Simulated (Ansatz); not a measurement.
## Amorphous Ge$_{48}$

A CHGNet melt-quench gave the starting glass, which DFT then relaxed. The hot cell started wider than the set density and was brought back towards it in steps. It is the lowest in DFT energy of 4 quenches. It is a model cell: composition and starting density were chosen by hand, and all elements were melted together. No dispersion term was used.

The numbers are results of PBE, scalar-relativistic without spin-orbit coupling (plane waves to 420 eV, PAW; Ansatz, a program for electronic structure), not measurements. Geometry, pressure, stress and energy are those of the PBE run. Its sampling: a 2×2×2 Γ-centred mesh; Fermi-Dirac width 0.05 eV; no spin polarisation. The levels at the Fermi energy are partly filled. A closed spacing in one fast-quenched cell at PBE doesn't show the material to be a metal.

```yaml
number_of_atoms_in_the_cell: 48
Density (held, not predicted): 5.13 g/cm³
volume_per_atom: 23.52 Å³
Pressure on a 2×2×2 Γ-centred mesh: 0.29 GPa
Largest force and stress component on that mesh (the relaxation ran on one k-point at (1/4, 1/4, 1/4)): 0.36 eV/Å and 1.5 GPa
Energy relative to germanium (lowest mix at this level among the phases computed, not always the ambient ones): 0.262 eV/atom
Gap on a 2×2×2 Γ-centred mesh (PBE): within the smearing (under twice its width)
```

Neighbours within Ge-Ge 2.85 Å count as bonded.

```json
{
 "Mean coordination of Ge": "4.08 (2 with 3, 40 with 4, 6 with 5)",
 "Mean Ge-Ge bond": "2.575 Å (spread 0.092 Å, 98 counted)",
 "Bond angle at Ge": "mean 107.7°, spread 18.5°"
}
```

Its density started from a set value of 5.13 g/cm³. The simulated quench (nominally 64 K/ps over its main leg) is rapid and tends to freeze in more defects than a deposited or slowly cooled glass has. Values belong to this one cell and scatter from quench to quench. The volume was held where the preparation left it, at a PBE pressure of 0.3 GPa. Stress components on the final sampling reach 1.5 GPa. On a 2×2×2 Γ-centred mesh force components of up to 0.36 eV/Å stay, since the relaxation ran on one k-point at (1/4, 1/4, 1/4).
